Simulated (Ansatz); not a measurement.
The starting structures come from a database of crystals and need not be the phases stable at ambient conditions.

Inside the gap of an insulator the Bloch states are evanescent, with a wavenumber k + iκ along the transport direction.

Data:

```yaml
crystal:
  lattice:
    - [6.71906, 0.00000, 0.00000]
    - [0.45219, 6.70383, 0.00000]
    - [2.37863, 2.22359, 8.55549]
  atoms:
    - { symbol: K, position: [0.85513, 0.74869, 0.97983] }
    - { symbol: K, position: [0.14487, 0.25131, 0.02017] }
    - { symbol: K, position: [0.25131, 0.14487, 0.52017] }
    - { symbol: K, position: [0.74869, 0.85513, 0.47983] }
    - { symbol: K, position: [0.64338, 0.35662, 0.75000] }
    - { symbol: K, position: [0.35662, 0.64338, 0.25000] }
    - { symbol: B, position: [0.71590, 0.28410, 0.25000] }
    - { symbol: B, position: [0.28410, 0.71590, 0.75000] }
    - { symbol: As, position: [0.85723, 0.41439, 0.35349] }
    - { symbol: As, position: [0.14277, 0.58561, 0.64651] }
    - { symbol: As, position: [0.58561, 0.14277, 0.14651] }
    - { symbol: As, position: [0.41439, 0.85723, 0.85349] }
```

Space group of this cell: C2/c. The cell is taken as given; by r2SCAN its mean pressure is -0.9 GPa.

Transport runs along the normal of the first two printed cell vectors.

The gap is the functional's own. No spin-orbit coupling. Mid-gap values are interpolated on the energy grid.

Question: Give the band gap and the smallest decay constant κ at mid-gap that r2SCAN (Ansatz, an electronic-structure program) yields.

Answer: Gap 1.75 eV on a 6×6×4 mesh; κ = 0.289 1/Å, at the zone centre.
